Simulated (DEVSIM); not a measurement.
Structure: Schottky contact on n-type GaP, at 300 K.

Layer 1 from the left is GaP, thickness (μm) 1.00, Nd (cm⁻³) 2.3e15, τn (s) 2.5e-6, τp (s) 2.5e-6.

Left contact: Schottky, work function 5.54 eV, emission velocity 1.2e7 cm/s. Right contact: ohmic. Voltage is applied to the left contact. Recombination: SRH at mid-gap. Mobility is constant in doping.

Constants are typed, rounded textbook-type inputs, not results; the design itself was drawn at random and stands for no fabricated device. Values at 300 K.

GaP: gap (eV) 2.26, affinity (eV) 3.8, permittivity 11.1, Nc (cm⁻³) 1.8e19, Nv (cm⁻³) 1.9e19, μn (cm²/Vs) 250, μp (cm²/Vs) 150.

DEVSIM, 1D drift-diffusion, Boltzmann statistics, complete ionisation; no tunnelling, impact ionisation, image-force lowering or self-heating. Metal contacts follow the ideal Schottky-Mott rule: no Fermi-level pinning, no interface dipoles.

Dark forward current:

```tsv
|V| (V)	|J| (A/cm²)
0.55	1.342e-13
0.60	8.707e-13
0.65	5.796e-12
0.70	3.896e-11
0.75	2.626e-10
0.80	1.770e-9
0.85	1.191e-8
0.90	7.991e-8
0.95	5.346e-7
1.00	3.562e-6
1.05	2.362e-5
1.10	0.0001556
1.15	0.001016
1.20	0.006553
1.25	0.04148
1.30	0.2536
1.35	1.429
1.40	6.555
1.45	20.75
1.50	45.29
1.55	77.28
1.60	113.9
1.65	153.3
1.70	194.6
1.75	237.1
1.80	280.5
```

### Question
Work out the local ideality factor n = ΔV / (kT/q · ln(J2/J1)) between the rows 0.55 and 0.60 V, 0.75 and 0.80 V, 1.75 and 1.80 V.

### Answer
kT/q = 25.85 mV. From 0.55 to 0.60 V: ln(8.707e-13/1.342e-13) = 1.870, n = 1.03, near the 1 of diffusion or emission over a barrier. From 0.75 to 0.80 V: ln(1.770e-9/2.626e-10) = 1.908, n = 1.01, near the 1 of diffusion or emission over a barrier. From 1.75 to 1.80 V: ln(280.5/237.1) = 0.168, n = 11.51; the layers' resistance at their doping, Σ W/(qμN) = 0.0011 Ω cm², would take 47 mV of this step of 50 mV.

### Question
Estimate the current at 0.90 V for emission alone, J0 = q v N_band exp(−φB/kT), and read the barrier back from the simulated current.

### Answer
φB = 1.740 eV, N_band = 1.80e19 cm⁻³, J0 = 2.02e-22 A/cm²; J = J0 (exp(qV/kT) − 1) = 2.67e-7 A/cm². The simulation gives 7.99e-8 A/cm²; the estimate lies 230 % above. Read backwards, the simulated current gives an apparent barrier of 1.771 eV. The estimate leaves out transport through the depletion region and minority injection.
